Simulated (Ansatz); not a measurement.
The reference is GaSb in the zinc blende structure (space group F-43m, No. 216; a = 6.132 Å).

It is then changed as follows: a hydrostatic pressure of 9 GPa.

Levels (all Ansatz, an electronic-structure program, PAW): r2SCAN (500 eV, spin-orbit coupling left out); HSE06 (420 eV, no SOC).

The geometry is relaxed with r2SCAN.

- r2SCAN lowest conduction level above the VBM at special points = X 0.98 eV; L 0.99 eV; Γ 1.40 eV

What does HSE06 give at this geometry for the lowest conduction level above the VBM at special points?

The lowest conduction level above the VBM at special points becomes X 1.29 eV; L 1.35 eV; Γ 1.83 eV (r2SCAN: X 0.98 eV; L 0.99 eV; Γ 1.40 eV).

Single points use the geometry relaxed with r2SCAN. Their cutoffs differ, which shifts pressures a little. HSE06 was sampled on its mesh, a few special points and the semilocal edge points, so its gap is an upper bound. The levels and masses belong to the bands next to the band gap. Load acts through the strain it causes; cell and atoms are relaxed under it. No phonon test of stability was made. Tetrahedral semiconductors of this kind turn to denser phases somewhere between about 1 and 50 GPa; those were not computed, so compressed cells here can lie past the real transition.
